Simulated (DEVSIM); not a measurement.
Structure: Al0.2Ga0.8As/GaAs n-p heterojunction, at 300 K.

| layer (left to right) | material | thickness (μm) | Nd (cm⁻³) | Na (cm⁻³) | τn (s) | τp (s) |
|---|---|---|---|---|---|---|
| 1 | Al0.2Ga0.8As | 1.90 | 3.4e16 | - | 1.4e-9 | 1.4e-9 |
| 2 | GaAs | 1.50 | - | 3.3e17 | 1.4e-9 | 1.4e-9 |

Left contact: ohmic. Right contact: ohmic. Voltage is applied to the left contact. Recombination: SRH at mid-gap, radiative, Auger. Mobility is constant in doping. Where it depends on doping, it is μmin + (μ − μmin)/(1 + (N/Nref)^α).

Constants are typed, rounded textbook-type inputs, not results; the design itself was drawn at random and stands for no fabricated device. Values at 300 K; Nc and Nv go as T^1.5, mobilities as T to minus their exponent, the gap by Varshni's rule with the affinity fixed. The table also holds parameters that only a changed run uses.

```
parameter         Al0.2Ga0.8As      GaAs
----------------  ------------  --------
gap (eV)                1.6734     1.424
affinity (eV)            3.912      4.07
permittivity             12.33      12.9
Nc (cm⁻³)              6.04e17    4.7e17
Nv (cm⁻³)                 9e18      9e18
μn (cm²/Vs)               4980      8500
μp (cm²/Vs)                250       400
μn,min                     500       500
μp,min                      20        20
Nref,n                    6e16      6e16
Nref,p                  1.5e17    1.5e17
αn                        0.39      0.39
αp                        0.38      0.38
T exponent of μn           2.1       2.1
T exponent of μp           2.2       2.2
B (cm³/s)                2e-10     2e-10
Cn (cm⁶/s)               1e-30     1e-30
Cp (cm⁶/s)               1e-30     1e-30
Varshni α (eV/K)      0.000541  0.000541
Varshni β (K)              204       204
```

DEVSIM, 1D drift-diffusion, Boltzmann statistics, complete ionisation; no tunnelling, impact ionisation, image-force lowering or self-heating. Band offsets follow the typed affinities; no thermionic-emission limit at abrupt steps, no polarisation charge.

Base results: dark forward voltage at 100 A/cm² (V) 1.170; potential step across the device at zero bias (V) 1.422; dark forward voltage at 1 A/cm² (V) 1.044.

Task: What follows from this one change: temperature 300 → 350 K?

Result: dark forward voltage at 100 A/cm² 1.170 → 1.089 V; potential step across the device at zero bias 1.422 → 1.359 V; dark forward voltage at 1 A/cm² 1.044 → 0.945 V.

Task: What follows from this one change: doping-dependent mobility in place of the constant one?

Result: dark forward voltage at 100 A/cm² 1.170 → 1.192 V; potential step across the device at zero bias little changed (1.422 V); dark forward voltage at 1 A/cm² 1.044 → 1.066 V.
